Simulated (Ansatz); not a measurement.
Amorphous cells of O, P, Si: the gap between the highest filled and lowest empty level at the zone centre, by PBE and by a single point of r2SCAN on the same geometry (PBE, scalar-relativistic without spin-orbit coupling (plane waves to 420 eV, PAW; Ansatz, a quantum-chemistry and plane-wave program); r2SCAN at 500 eV). The networks come from melt-quench runs on the CHGNet potential at compositions and starting densities chosen by hand, with anions pushed apart in the CHGNet dynamics, and DFT then relaxed them. The cells are small and were quenched far faster than real films, so single cells scatter. Defect or tail levels can set these gaps. The rows are the first to finish with both values and no moments.

| cell | PBE gap x (eV) | r2SCAN gap y (eV) |
|---|---|---|
| A (Si20P4O50, 2.23 g/cm3) | 3.61 | 4.31 |
| B (Si20P2O45, 2.15 g/cm3) | 4.43 | withheld |
| C (Si20P2O45, 2.15 g/cm3) | 4.63 | 5.29 |
| D (Si20P2O45, 2.37 g/cm3) | 4.64 | 5.30 |
| E (Si24O53P2, 2.21 g/cm3) | 4.73 | 5.42 |
| F (Si20P2O45, 2.26 g/cm3) | 4.94 | 5.62 |

Q: Fit a straight line through the 5 full rows and predict the withheld value for B (Si20P2O45, 2.15 g/cm3).

A: Means: x = 4.510, y = 5.188. Slope = Σ(Δx Δy) / Σ(Δx²) = 1.054 / 1.075 = 0.981; the r.m.s. residual is 0.013. Prediction: 5.188 + 0.981 × (4.43 − 4.510) = 5.11. The run gave 5.14, 0.03 above the line.
